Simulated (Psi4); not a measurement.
Psi4 1.11, B3LYP/def2-svp: B(Cl)2(SH) (SB(Cl)Cl), 5 atoms. The geometry is a generated start, not checked to be a minimum at this level.

| Property | Result |
|---|---|
| task | energy |
| method | b3lyp |
| basis | def2-svp |
| memory | 3 GB |
| maxiter | 100 |
| keys of the molecule block | symmetry c1 |
| scf_type | df (default) |
| e_convergence | 1e-06 (default) |
| d_convergence | 1e-06 (default) |
| dft_radial_points | 75 (default) |
| dft_spherical_points | 302 (default) |
| basis functions | 73 |
| grid points | 105851 |

```xyz
5

B      0.3835    -0.2494     0.1579
Cl     1.9682    -0.8845    -0.0197
Cl    -0.5032    -0.5684     1.6182
S     -0.3366     0.7366    -1.1666
H     -1.5120     0.9656    -0.5898
```

With the defaults (diis = true, scf_initial_accelerator = adiis, damping_percentage = 0, level_shift = 0, level_shift_cutoff = 0.01, diis_max_vecs = 10, soscf = false, soscf_start_convergence = 0.01, guess = auto, which took SAD) it converges in 8 SCF iterations. One run each on 2 threads, with these changes:
- diis_max_vecs = 3
- soscf = true
- damping_percentage = 60
- soscf = true, soscf_start_convergence = 0.1
- guess = sadno
- scf_initial_accelerator = ediis
- level_shift = 0.1, level_shift_cutoff = 0.001
- diis = false, scf_initial_accelerator = none, damping_percentage = 60
- scf_initial_accelerator = none

### Question
Which of these changes keep the SCF from converging, or lead it to another solution?

### Answer
No convergence: diis = false, scf_initial_accelerator = none, damping_percentage = 60 (the run ends without SCF convergence in 100 iterations). The rest reach the solution of the defaults.

```
setting                                                                SCF iterations  JK calls             end
---------------------------------------------------------------------  --------------  --------  --------------
soscf = true                                                                        5        16   same solution
soscf = true, soscf_start_convergence = 0.1                                         5        16   same solution
the defaults                                                                        8         9   same solution
level_shift = 0.1, level_shift_cutoff = 0.001                                       8         9   same solution
scf_initial_accelerator = ediis                                                     8         9   same solution
scf_initial_accelerator = none                                                      8         9   same solution
diis_max_vecs = 3                                                                   9        10   same solution
guess = sadno                                                                       9         9   same solution
damping_percentage = 60                                                            49        50   same solution
diis = false, scf_initial_accelerator = none, damping_percentage = 60             100       101  no convergence
```

An SOSCF iteration holds several JK calls; a Hückel guess adds calls on atoms.
